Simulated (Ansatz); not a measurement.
Consider SrHfO₃ in the cubic perovskite structure (space group Pm-3m, No. 221; a = 4.106 Å).

It is then changed as follows: a negative pressure, −1 GPa.

Levels (all Ansatz, a program for electronic structure, PAW, earlier PAW set): PBEsol (420 eV, scalar-relativistic without spin-orbit coupling); HSE06 (420 eV, no spin-orbit coupling).

The geometry is relaxed with PBEsol.

- PBEsol lowest conduction level above the VBM at special points: Γ 3.71 eV; X 4.28 eV; R 6.18 eV

With HSE06 at the same geometry, the lowest conduction level above the VBM at special points becomes Γ 5.37 eV; X 5.98 eV; R 7.89 eV (PBEsol: Γ 3.71 eV; X 4.28 eV; R 6.18 eV).

Single points use the geometry relaxed with PBEsol. HSE06 was sampled on its mesh, a few special points and the semilocal edge points, so its gap is an upper bound. The levels and masses belong to the bands next to the band gap. Load acts through the strain it causes; cell and atoms are relaxed under it. Whether these cells are dynamically stable was not tested. Many cubic perovskites are stable only at high temperature; tilts and polar distortions were not tested.
